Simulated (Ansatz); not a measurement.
The starting structures come from a database of crystals and need not be the phases stable at ambient conditions.

 Where the default PAW files enter, the runs use the earlier of Ansatz's two default sets.

The decay constant κ of evanescent states in the gap governs leakage through a thin film.

Input:

```
CELL_PARAMETERS angstrom
      5.35313     0.00000     0.00000
      0.00000     5.35313     0.00000
      0.00000     0.00000    10.06038
ATOMIC_POSITIONS crystal
  K  0.50000 0.50000 0.50000
  K  0.50000 0.50000 0.00000
  Nb 0.00000 0.00000 0.25000
  Nb 0.00000 0.00000 0.75000
  F  0.25765 0.74235 0.25000
  F  0.74235 0.74235 0.75000
  F  0.74235 0.25765 0.25000
  F  0.25765 0.25765 0.75000
  F  0.82862 0.80832 0.38584
  F  0.80832 0.17138 0.61416
  F  0.17138 0.19168 0.38584
  F  0.19168 0.82862 0.61416
  F  0.17138 0.80832 0.88584
  F  0.19168 0.17138 0.11416
  F  0.82862 0.19168 0.88584
  F  0.80832 0.82862 0.11416
```

Space group of this cell: P-4c2. The cell is taken as given; by r2SCAN its mean pressure is -5.1 GPa.

Transport runs along the normal of the first two printed cell vectors, the (001) plane of the conventional cell.

No gap correction and no spin-orbit coupling; mid-gap values are interpolated between computed energies.

Question: Estimate the band gap and the smallest decay constant κ at mid-gap that r2SCAN in Ansatz (a first-principles code) returns for this system.

Answer: Gap 5.70 eV on a 6×6×4 mesh; κ = 0.613 1/Å, at the zone centre.
